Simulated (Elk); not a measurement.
**A self-consistent single point of SbPt (P6_3/mmc, 4 atoms in the cell) with Elk**

Level of theory: Elk 10.2.4 with LDA (PW92), all-electron FP-LAPW, Elk's shipped species files, default APW+lo basis.

This input was run:

```
tasks
  0

xctype
  3

rgkmax
  7.0

rmtscf
  0.86

stype
  3

swidth
  0.00367493

avec
    7.7623838483   -0.0000003123    0.0000000000
   -3.8811916537    6.7224217627    0.0000000000
    0.0000000000    0.0000000000   10.2927618344

atoms
  2   : nspecies
  'Sb.in'   : spfname
  2   : natoms; atposl, bfcmt below
  0.6666666667  0.3333333333  0.7500000000    0.0 0.0 0.0
  0.3333333333  0.6666666667  0.2500000000    0.0 0.0 0.0
  'Pt.in'   : spfname
  2   : natoms; atposl, bfcmt below
  0.0000000000  0.0000000000  0.5000000000    0.0 0.0 0.0
  0.0000000000  0.0000000000  0.0000000000    0.0 0.0 0.0

ngridk
  8 8 5
```

Output (repeated stretches shortened):

```
│ Elk code version 10.2.4 │

All units are atomic (Hartree, Bohr, etc.)

│ Ground-state run starting from atomic densities │

Lattice vectors :
   7.762383848     -0.3123000000E-06   0.000000000
  -3.881191654       6.722421763       0.000000000
   0.000000000       0.000000000       10.29276183

Unit cell volume      :    537.0970720
Brillouin zone volume :   0.4618349762

Muffin-tin inner radius fraction :   0.1000000000E-01

Nuclei treated as point charges

Species :    1 (Sb)
 parameters loaded from : Sb.in
 name : antimony
 nuclear charge    :   -51.00000000
 electronic charge :    51.00000000
 atomic mass :    221954.9019
 muffin-tin radius :    2.236000000
 number of radial points in muffin-tin :    597
 atomic positions (lattice), magnetic fields (Cartesian) :
   1 :   0.16666667  0.33333333  0.25000000    0.00000000  0.00000000  0.00000000
   2 :  -0.16666667 -0.33333333 -0.25000000    0.00000000  0.00000000  0.00000000

Species :    2 (Pt)
 parameters loaded from : Pt.in
 name : platinum
 nuclear charge    :   -78.00000000
 electronic charge :    78.00000000
 atomic mass :    355605.4398
 muffin-tin radius :    2.408000000
 number of radial points in muffin-tin :    697
 atomic positions (lattice), magnetic fields (Cartesian) :
   1 :   0.50000000  0.00000000  0.00000000    0.00000000  0.00000000  0.00000000
   2 :   0.50000000  0.00000000  0.50000000    0.00000000  0.00000000  0.00000000

Total number of atoms per unit cell :    4

Spin treatment :
 spin-unpolarised

Number of Bravais lattice symmetries :   24
Number of crystal symmetries         :   24
Crystal has inversion symmetry
Real symmetric eigensolver will be used

k-point grid :      8     8     5
k-point offset :    0.000000000       0.000000000       0.000000000
k-point set is reduced with full crystal symmetry group
Total number of k-points :       30

Muffin-tin radius times maximum |G+k| :    7.000000000
 using average radius
Maximum |G+k| for APW functions       :    3.014642550
Maximum (1/2)|G+k|²                   :    4.544034851
Maximum |G| for potential and density :    12.00000000
 potential will be trimmed for |G| > 2 gkmax
Constant for pseudocharge density :    7
Radial integration step length :    4

G-vector grid sizes :     30    30    40
Number of G-vectors :    15705

Maximum angular momentum used for
 APW functions                      :    8
 outer part of muffin-tin           :    6
 inner part of muffin-tin           :    1

Total nuclear charge    :   -258.0000000
Total core charge       :    168.0000000
Total valence charge    :    90.00000000
Total excess charge     :    0.000000000
Total electronic charge :    258.0000000

Effective Wigner radius, rₛ :   0.7921026931

Number of empty states         :   16
Total number of valence states :   61
Total number of core states    :  168

Total number of local-orbitals :   92

Exchange-correlation functional :      3     0     0
 Perdew-Wang/Ceperley-Alder, Phys. Rev. B 45, 13244 (1992)
 gradient requirement :    0
 local density approximation (LDA)

Smearing type :    3
 Fermi-Dirac
Smearing width :   0.3674930000E-02
Effective electronic temperature (K) :    1160.451112

Mixing type :    3
 Broyden mixing, J. Phys. A: Math. Gen. 17, L317 (1984)

Kohn-Sham potential initialised from atomic data

│ Self-consistent loop started │
│ Loop number : 1 │
 total energy                :     -49817.9650214
│ Loop number : 2 │
 total energy                :     -49819.0855238
RMS change in Kohn-Sham potential (target) :   0.1640469660     (  0.1000000000E-05)
Absolute change in total energy (target)   :    1.120502376     (  0.1000000000E-03)
│ Loop number : 3 │
 total energy                :     -49825.1113534
RMS change in Kohn-Sham potential (target) :   0.1223643367     (  0.1000000000E-05)
Absolute change in total energy (target)   :    6.305955205     (  0.1000000000E-03)
│ Loop number : 4 │
 total energy                :     -49825.7957744
RMS change in Kohn-Sham potential (target) :   0.1107474451     (  0.1000000000E-05)
Absolute change in total energy (target)   :    2.260909837     (  0.1000000000E-03)
│ Loop number : 5 │
 total energy                :     -49827.5650129
RMS change in Kohn-Sham potential (target) :   0.5367321977E-01 (  0.1000000000E-05)
Absolute change in total energy (target)   :    2.334465974     (  0.1000000000E-03)
│ Loop number : 6 │
 total energy                :     -49828.8461069
RMS change in Kohn-Sham potential (target) :   0.1429042895E-01 (  0.1000000000E-05)
Absolute change in total energy (target)   :    1.864710407     (  0.1000000000E-03)
│ Loop number : 7 │
 total energy                :     -49829.4634084
RMS change in Kohn-Sham potential (target) :   0.7518643524E-03 (  0.1000000000E-05)
Absolute change in total energy (target)   :    1.083479176     (  0.1000000000E-03)
│ Loop number : 8 │
 total energy                :     -49829.3453114
RMS change in Kohn-Sham potential (target) :   0.3698242339E-03 (  0.1000000000E-05)
Absolute change in total energy (target)   :   0.1527727278     (  0.1000000000E-03)
│ Loop number : 9 │
 total energy                :     -49829.2416581
RMS change in Kohn-Sham potential (target) :   0.3980518025E-04 (  0.1000000000E-05)
Absolute change in total energy (target)   :   0.6546006811E-01 (  0.1000000000E-03)
│ Loop number : 10 │
 total energy                :     -49829.2374345
RMS change in Kohn-Sham potential (target) :   0.9159105954E-05 (  0.1000000000E-05)
Absolute change in total energy (target)   :   0.2058866660E-01 (  0.1000000000E-03)
│ Loop number : 11 │
 total energy                :     -49829.2402228
RMS change in Kohn-Sham potential (target) :   0.1468109086E-05 (  0.1000000000E-05)
Absolute change in total energy (target)   :   0.2358831691E-02 (  0.1000000000E-03)
│ Loop number : 12 │
 total energy                :     -49829.2404314
RMS change in Kohn-Sham potential (target) :   0.8396044616E-06 (  0.1000000000E-05)
Absolute change in total energy (target)   :   0.3811095085E-03 (  0.1000000000E-03)
│ Loop number : 13 │
 total energy                :     -49829.2405597
RMS change in Kohn-Sham potential (target) :   0.5517006677E-07 (  0.1000000000E-05)
Absolute change in total energy (target)   :   0.3299314994E-04 (  0.1000000000E-03)
Convergence targets achieved

│ Loop number : 14 │

Energies :
 Fermi                       :     0.375628027745
 sum of eigenvalues          :     -30484.1843148
 electron kinetic            :      55852.1619293
 core electron kinetic       :      53905.0165933
 Coulomb                     :     -104656.869235
 Coulomb potential           :     -84976.6754747
 nuclear-nuclear             :     -3863.68248059
 electron-nuclear            :     -116609.698034
 Hartree                     :      15816.5112798
 Madelung                    :     -62168.5314978
 xc potential                :     -1359.67076949
 exchange                    :     -998.410561048
 correlation                 :     -26.1200686750
 electron entropic           :    -0.261367429113E-02
 total energy                :     -49829.2405491

Density of states at Fermi energy :    62.19455729
 (states/Hartree/unit cell)

Estimated indirect band gap :   0.6638427514E-03
 from k-point     14 to k-point      8
Estimated direct band gap   :   0.1640441918E-01
 at k-point     13

Charges :
 core                        :    168.0000000
 valence                     :    90.00000000
 interstitial                :    9.460817818
 muffin-tins (core leakage)
  species :    1 (Sb)
   atom    1                 :    47.96981642     (  0.5378190212E-02)
   atom    2                 :    47.96981642     (  0.5378190212E-02)
  species :    2 (Pt)
   atom    1                 :    76.29977467     (  0.1221996467E-02)
   atom    2                 :    76.29977467     (  0.1221996467E-02)
 total in muffin-tins        :    248.5391822
 total calculated charge     :    257.9799930
 total charge                :    258.0000000
 error                       :   0.2000696930E-01

│ Self-consistent loop stopped │
```

The run converged in 14 iterations. The count includes the last loop, which Elk runs after its targets are met.

The starting cell comes from a database of computed structures (which also holds hypothetical and non-ambient phases and stackings), without a prior relaxation at this level. Its lattice was rescaled by a random factor within 2.5 % of one. Spin-orbit coupling is off. Spin polarisation is off. Values depend on the basis (sphere radii, cutoffs, local orbitals), which need not be converged. The log's line on a gap gives a spacing of levels on this mesh, which the program prints for metals too.
